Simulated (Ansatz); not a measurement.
Reference: ZrPbO3 (Pm-3m), PBEsol, rigid bands (plane waves, PAW, scalar-relativistic; Ansatz, an electronic-structure program); axes and stresses refer to this cell.

```xyz
5
Lattice="4.1413 0.0000 0.0000 0.0000 4.1413 0.0000 0.0000 0.0000 4.1413" Properties=species:S:1:pos:R:3 pbc="T T T"
Zr     0.0000     0.0000     0.0000
Pb     2.0706     2.0706     2.0706
O      2.0706     0.0000     0.0000
O      0.0000     2.0706     0.0000
O      0.0000     0.0000     2.0706
```

The band gap comes out as 2.34 eV and the hole conductivity mass is 1.68 mₑ. The Seebeck coefficient, n-type 1e19 cm⁻³ is -232 μV/K.

### Question
Change: functional r2SCAN on the same cell. What happens to band gap, hole conductivity mass, Seebeck coefficient, n-type 1e19 cm⁻³?

### Answer
band gap increases to 2.89 eV; hole conductivity mass decreases to 1.55 mₑ; Seebeck coefficient, n-type 1e19 cm⁻³ rises in size to -241 μV/K.

Masses are for dilute carriers at 300 K, harmonic means over directions unless an axis is named. Seebeck coefficients are for the stated density at 300 K, with one relaxation time for all states and whether or not that doping can be reached. Spin-orbit coupling is left out unless a row names it; without it the gap and masses of crystals with these elements can be far off. 

ZrPbO3 (Pm-3m): a high-temperature phase held by its symmetry.
